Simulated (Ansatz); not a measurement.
Corundum Ga₂O₃ (metastable phase) was calculated with LDA (Ansatz, an electronic-structure program, PAW).

Settings: plane-wave cutoff 500 eV, 8×8×8 k mesh, gaussian smearing 0.02 eV, scalar-relativistic PAW data made under PBE.

Computed at the level's own relaxed cell.

Question: Estimate the equilibrium volume per atom, lattice parameter a, c axis length and band gap that the calculation returns.

Answer: 
- equilibrium volume per atom: 9.41 Å³/atom
- lattice parameter a: 4.950 Å
- c axis length: 13.305 Å
- band gap: 3.06 eV (on the SCF k mesh)

Measured, for comparison: lattice constant a 4.982 Å, lattice parameter c 13.433 Å (temperature not stated, no zero-point or thermal correction; as tabulated in Marezio, Remeika, J. Chem. Phys. 46, 1862 (1967) (COD 1538347)). Computed (rounded) less measured: lattice constant a -0.6 %, lattice parameter c -1.0 %. A static lattice is as a rule a little smaller and stiffer than an uncorrected measurement, which narrows the difference in the lattice constant a, lattice parameter c and would widen misses of the other sign.

Spin–orbit coupling is not included.

The computed numbers hold no vibrational or temperature effects.

Computing time: about 90 core-seconds (a rough figure).
